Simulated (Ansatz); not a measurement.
**AlP (model structure, started from the PtS type, P4₂/mmc, No. 131, 4 atoms in the cell): properties by level of theory**

```json
[
 {"level (code)": "PBE (Ansatz)", "equilibrium lattice constant a (Å)": "3.695", "lattice parameter c (Å)": "6.273"},
 {"level (code)": "PBEsol (Ansatz)", "equilibrium lattice constant a (Å)": "3.662", "lattice parameter c (Å)": "6.235"},
 {"level (code)": "PBE-D3(BJ) (Ansatz)", "equilibrium lattice constant a (Å)": "3.632", "lattice parameter c (Å)": "6.264"}
]
```

Ansatz's density-functional and Hartree–Fock values are scalar-relativistic unless marked +SOC, with PAW data made under PBE.

A model structure was made by putting elements into a prototype or built by hand; it is no filed structure, need not be a known phase, and can be a saddle point held by its symmetry.

Ansatz is a quantum-chemistry and plane-wave program.
